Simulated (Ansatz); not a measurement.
LaBr3 (model structure, started from the ReO3 type, Pm-3m, No. 221, 4 atoms in the cell), treated with PBE+SOC (Ansatz, a first-principles code, plane waves, PAW).

Settings: plane-wave cutoff 520 eV, 6×6×6 k mesh, Fermi–Dirac smearing 0.01 eV, PAW data made under PBE.

Cell (relaxed with PBEsol):

LaBr₃ is taken in the cubic space group Pm-3m (No. 221), the ReO3 type structure, Pearson symbol cP4. Cell: a = 5.8036 Å, b = 5.8036 Å, c = 5.8036 Å, α = 90.00°, β = 90.00°, γ = 90.00°. La on 1a has 6 Br at 2.902 Å (octahedral). Br on 3d is surrounded by 2 La at 2.902 Å (linear). (Neighbours: up to the widest gap in distance over summed covalent radii, below 1.35, at either atom; cation-cation and far metal-metal contacts left out.)

### Question
Predict the band gap and direct gap at Γ.

### Answer

- band gap: 3.40 eV (direct)
- direct gap at Γ: 3.95 eV

Note: the relaxation could raise the start's symmetry but not lower it, so the cell can be a saddle point; cell and atoms aren't relaxed at this level (pressure 1.1 GPa).

Computed values are for the static lattice.

A model structure was made by putting elements into a prototype or built by hand; it is no filed structure, need not be a known phase, and can be a saddle point held by its symmetry.
